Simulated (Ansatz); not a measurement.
CaZrF$_{6}$ (Fm-3m), PBEsol, rigid bands (Ansatz, a quantum-chemistry and plane-wave program): N_c = 1.01e21 cm⁻³ at 300 K and an electron conductivity mass of 3.64 mₑ.

### Question
For 1e17 electrons per cm³ at 300 K, place the Fermi level, estimate the Seebeck coefficient of a parabolic band with constant τ, and give mobility and conductivity for τ = 20 fs.

### Answer
The level lies k_BT ln(N_c/n) = 0.238 eV below the conduction-band minimum. S ≈ −(k_B/e)[ln(N_c/n) + 5/2] = -1010 μV/K, against -989 μV/K from the full bands (mean over directions). μ = eτ/m = 9.66 cm²/(V·s) and σ = neμ = 0.155 S/cm. τ is assumed, not computed.

Band transport and this doping are assumed; polarons and phonon drag are left out. Spin-orbit coupling is left out.

Computed structure with no diffraction record at hand here (it may be known, metastable or hypothetical): CaZrF6 (Fm-3m).
